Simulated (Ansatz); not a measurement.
Base system: Y in the hcp (Mg type) structure (space group P6_3/mmc, No. 194; a = 3.6556 Å, c = 5.6787 Å).

(Cell as relaxed with PBE.)

Levels (all Ansatz, a quantum-chemistry and plane-wave program, PAW): PBE (420 eV, scalar-relativistic without spin-orbit coupling); r2SCAN (500 eV, no SOC).

Each level relaxes its own structure.

| base | PBE | r2SCAN |
|---|---|---|
| volume per atom | 32.86 Å³ | 33.46 Å³ |
| lattice parameter a | 3.656 Å | 3.683 Å |
| band gap | zero | zero |

Now apply this change: cell and atoms relaxed at a pressure of 7 GPa.

```json
[
 {"quantity": "c/a ratio", "PBE": "1.560", "r2SCAN": "___"},
 {"quantity": "band gap", "PBE": "zero", "r2SCAN": "___"},
 {"quantity": "volume per atom", "PBE": "28.54 Å³", "r2SCAN": "___"}
]
```

What does r2SCAN give?


- c/a ratio, r2SCAN: 1.539
- band gap, r2SCAN: zero
- volume per atom, r2SCAN: 29.08 Å³

PBE's c/a ratio lies 0.021 above r2SCAN's; PBE's volume per atom lies 0.531 Å³ below r2SCAN's (1.8 %); the two agree on the band gap. Neither level is exact; r2SCAN is the comparison here, not a measurement.

Load acts through the strain it causes; cell and atoms are relaxed under it. No phonon test of stability was made. Competing high-pressure phases were not computed. All final runs are without spin polarisation.
